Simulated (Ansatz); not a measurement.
What pressure −1 GPa does to Sn

The parent structure is Sn in the diamond structure (space group Fd-3m, No. 227; a = 6.567 Å).

One thing is altered: hydrostatic tension (pressure −1 GPa).

Computed with r2SCAN, PAW, 500 eV (Ansatz, a quantum-chemistry and plane-wave program; without spin-orbit coupling). k-mesh 12×12×12 (Γ-centred); smearing 0.05 eV (Fermi–Dirac).

The volume per atom rises by 0.887 Å³ (35.40 Å³ → 36.28 Å³) and the density shrinks by 0.14 g/cm³, from 5.57 g/cm³ to 5.43 g/cm³. The lattice parameter a increases by 0.054 Å (6.567 Å → 6.621 Å) and the enthalpy H = E + PV relative to the base's energy comes out as -0.22 eV/atom. The band gap remains zero.

Load acts through the strain it causes; cell and atoms are relaxed under it. Stability against distortions was not tested.
